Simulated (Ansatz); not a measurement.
F on the 1x1 (111) surface of fcc Pd, one in a 2x2 cell, energies for each (26.9 Å²). Energies are against ½ F2(g), without zero-point or thermal terms; each row is named by its start.

Calculation: PBE (plane waves to 420 eV, PAW; Ansatz, a first-principles code).

Task: Which site binds most strongly?
A. hollow Pd-Pd-Pd over Pd at depth 4.5 Å
B. hollow Pd-Pd-Pd over Pd at depth 2.3 Å
C. top Pd

Result: A, hollow Pd-Pd-Pd over Pd at depth 4.5 Å. Adsorption energies: hollow Pd-Pd-Pd over Pd at depth 4.5 Å -2.08 eV; hollow Pd-Pd-Pd over Pd at depth 2.3 Å -1.95 eV; top Pd -1.85 eV.
